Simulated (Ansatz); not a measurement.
We consider C11b MoSi2, described by revPBE in Ansatz (plane waves, PAW).

Numerical settings: plane-wave cutoff 520 eV, 24×24×24 k mesh, Fermi–Dirac smearing 0.05 eV, no spin polarisation, scalar-relativistic PAW data made under PBE.

Energies at three volumes about the minimum:

```
V (Å³/atom)  E − E_lowest (meV/atom)
-----------  -----------------------
13.431                          3.54
13.705                          0.00
13.979                          3.29
```

Task: Fit a parabola by hand: where is the minimum, and what is the bulk modulus?

Result: Slopes: (0.00 − 3.54)/(13.705 − 13.431) = -12.920 and (3.29 − 0.00)/(13.979 − 13.705) = 12.007 meV/Å³. Curvature E″ = 2 × (12.007 − (-12.920))/(13.979 − 13.431) = 90.974 meV/Å⁶. From the middle of the first interval, the slope vanishes at V0 = 13.5680 − (-12.920)/90.974 = 13.710 Å³/atom. B = V0 E″ = 13.710 × 90.974 meV/Å³ × 0.1602 GPa per meV/Å³ = 200 GPa. The full Birch–Murnaghan fit to all volumes gives V0 = 13.705 Å³/atom and B0 = 199 GPa.

Shape and atoms are relaxed at each volume.

Measured, for comparison: bulk modulus 222 ± 2 GPa (room temperature, no zero-point or thermal correction, B' = 4; as tabulated in Structural stability of MoSi2 and Mo5Si3 under high pressure, Chin. Phys. B 26 …). Computed (rounded) less measured: bulk modulus -10 %.

Note: the bulk modulus comes from volumes at which shape and atoms were relaxed.

Ansatz is a quantum-chemistry and plane-wave program.
